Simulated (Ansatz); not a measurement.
CaScHO₂ (model structure, started from the SrVO2H type, P4/mmm, No. 123, 5 atoms in the cell) was calculated with r²SCAN (plane waves, PAW; Ansatz, an electronic-structure program).

Numerical settings: plane-wave cutoff 560 eV, 8×8×10 k mesh (along the axes of the cell as run), Fermi–Dirac smearing 0.01 eV, scalar-relativistic PAW data made under PBE.

Cell (relaxed with PBEsol):

```yaml
crystal:
  lattice:
    - [4.04639, 0.00000, 0.00000]
    - [0.00000, 4.04639, 0.00000]
    - [0.00000, 0.00000, 3.69933]
  atoms:
    - { symbol: Ca, position: [0.50000, 0.50000, 0.50000] }
    - { symbol: Sc, position: [0.00000, 0.00000, 0.00000] }
    - { symbol: O, position: [0.50000, 0.00000, 0.00000] }
    - { symbol: O, position: [0.00000, 0.50000, 0.00000] }
    - { symbol: H, position: [0.00000, 0.00000, 0.50000] }
```

**Question.** Predict the band gap, smallest direct gap on the k points sampled and Γ–Γ gap.

**Answer.** 
* **band gap**: 2.70 eV (indirect)
* **smallest direct gap on the k points sampled**: 3.15 eV
* **Γ–Γ gap**: 4.69 eV

Note: the relaxation could raise the start's symmetry but not lower it, so the cell can be a saddle point; cell and atoms aren't relaxed at this level (pressure 1.8 GPa).

Computed values are for the static lattice.

Cost on a shared machine: about 9 core-seconds (a rough figure).

A model structure was made by putting elements into a prototype or built by hand; it is no filed structure, need not be a known phase, and can be a saddle point held by its symmetry.
